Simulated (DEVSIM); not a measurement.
**CdS/CdTe n-p heterojunction**

Device: CdS/CdTe n-p heterojunction, at 300 K.

```tsv
layer (left to right)	material	thickness (μm)	Nd (cm⁻³)	Na (cm⁻³)	τn (s)	τp (s)
1	CdS	0.0610	1.1e16	-	7.3e-10	2.2e-11
2	CdTe	0.310	-	3.2e17	7.3e-10	7.3e-10
```

Left contact: ohmic. Right contact: ohmic. Voltage is applied to the left contact. Recombination: SRH at mid-gap, Auger. Mobility is μmin + (μ − μmin)/(1 + (N/Nref)^α).

The device is made up for the run: typed textbook-type constants, with dimensions and the other settings drawn at random. Values at 300 K.

| parameter | CdS | CdTe |
|---|---|---|
| gap (eV) | 2.4 | 1.5 |
| affinity (eV) | 4.3 | 4.28 |
| permittivity | 9 | 10.2 |
| Nc (cm⁻³) | 2.2e18 | 8e17 |
| Nv (cm⁻³) | 1.8e19 | 1.8e19 |
| μn (cm²/Vs) | 300 | 1000 |
| μp (cm²/Vs) | 25 | 80 |
| μn,min | 30 | 100 |
| μp,min | 3 | 10 |
| Nref,n | 1e17 | 1e17 |
| Nref,p | 1e17 | 1e17 |
| αn | 0.6 | 0.6 |
| αp | 0.6 | 0.6 |
| Cn (cm⁶/s) | 1e-30 | 1e-30 |
| Cp (cm⁶/s) | 1e-30 | 1e-30 |

DEVSIM, 1D drift-diffusion, Boltzmann statistics, complete ionisation; no tunnelling, impact ionisation, image-force lowering or self-heating. Band offsets follow the typed affinities; no thermionic-emission limit at abrupt steps, no polarisation charge.

Potential step across the device at zero bias: 1.239 V
Largest field in the device at zero bias: 170000 V/cm
Dark forward voltage at 1 A/cm²: 1.119 V
Dark forward voltage at 100 A/cm²: 1.240 V

Dark forward current:

(V (V), J (A/cm²)): (-0.30, -2.5e-14); (-0.35, -1.6e-13); (-0.40, -1.0e-12); (-0.45, -6.8e-12); (-0.50, -4.5e-11); (-0.60, -2.1e-9); (-0.65, -1.4e-8); (-0.70, -9.7e-8); (-0.75, -6.7e-7); (-0.80, -4.6e-6); (-0.85, -3.1e-5); (-0.90, -0.00022); (-0.95, -0.0015); (-1.00, -0.010); (-1.05, -0.070); (-1.15, -3.3); (-1.20, -22); (-1.25, -150); (-1.30, -800); (-1.35, -2800)
